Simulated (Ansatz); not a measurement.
## Step by step: surface energy of the Si(111) slab with 2 I, the mean of its two faces, with the listed reservoirs for the atoms in excess

Consider the surface energy of the Si(111) slab with 2 I, the mean of its two faces, with the listed reservoirs for the atoms in excess. Reaction: 2 I (Cmce) + 8 Si (diamond) → cell A.

A: a slab of Si (diamond, Fd-3m) cut along (111), 10 atoms, hexagonal cell of 3.83 Å (12.7 Å²), symmetry P-3m1 within 0.02 Å, 15.0 Å thick under 16 Å of vacuum, in-plane vectors held at the crystal's; planes from bottom to top: I | Si × 8 | I; added, foreign or displaced atoms, above the top plane and below the bottom plane: two times I bound to 1 Si at 2.45 Å; spin state with PBE: run without spin.

Method: Ansatz (a quantum-chemistry and plane-wave program), PAW, neutral cells at 0 K with nuclei at rest, on structures from PBE+D3(BJ). Ansatz runs with its PAW set soft_1. Other levels take these structures. The lattices are those relaxed with PBE+D3(BJ), so at other levels the solids can be strained, which adds to the spread. Space groups of crystals are read within 0.01 Å. The runs are scalar-relativistic, without spin-orbit coupling. Cell A has symmetry P-3m1 within 0.02 Å and got no random move, so less symmetric positions, which may lie lower, weren't tried.

Total energies of the cells in eV, at zero smearing width. They compare only within one column; the weights balance every element.

| cell | atoms | weight | r2SCAN+D4 | PBEsol |
|---|---|---|---|---|
| A: Si(111) slab with 2 I | 10 | +1 | -20170.25765 | -19837.04052 |
| I (Cmce) | 4 | −1/2 | -30112.90000 | -29729.53213 |
| Si (diamond) | 2 | −4 | -1278.36906 | -1242.98626 |

r2SCAN+D4: (-20170.25765) − 1/2 × (-30112.90000) − 4 × (-1278.36906) = -0.3314 eV; dividing by 2 × 12.725 Å² and converting at 16.022 J/m² per eV/Å² gives -0.21 J/m².

PBEsol: (-19837.04052) − 1/2 × (-29729.53213) − 4 × (-1242.98626) = -0.3294 eV; dividing by 2 × 12.725 Å² and converting at 16.022 J/m² per eV/Å² gives -0.21 J/m².
